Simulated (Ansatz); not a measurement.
The starting structures come from a database of crystals and need not be the phases stable at ambient conditions.

Consider the following.

```
CELL_PARAMETERS angstrom
      5.53490     0.00000     0.00000
      0.02511     5.53484     0.00000
      2.75490    -2.76742     3.78773
ATOMIC_POSITIONS crystal
  Sr 0.25000 0.25000 0.50000
  Sr 0.75000 0.75000 0.50000
  Ti 0.00000 0.00000 0.00000
  Ti 0.50000 0.50000 0.00000
  O  0.22904 0.77096 0.04192
  O  0.77096 0.22904 0.95808
  O  0.72904 0.27096 0.50000
  O  0.27096 0.72904 0.50000
  O  0.25000 0.25000 0.00000
  O  0.75000 0.75000 0.00000
```

Space group of this cell: Fmmm. The cell is strained (lengths along the current scaled by 0.97, ions clamped); by r2SCAN its mean pressure is 5.5 GPa.

Transport runs along the normal of the first two printed cell vectors.

The gap is the functional's own, uncorrected, and κ follows it; spin-orbit coupling is left out. Mid-gap values are interpolated between the computed energies.

Task: Predict the band gap and the smallest decay constant κ at mid-gap from r2SCAN (Ansatz, a program for electronic structure).

Result: Gap 2.36 eV on a 8×8×8 mesh; κ = 0.266 1/Å, at the zone centre.
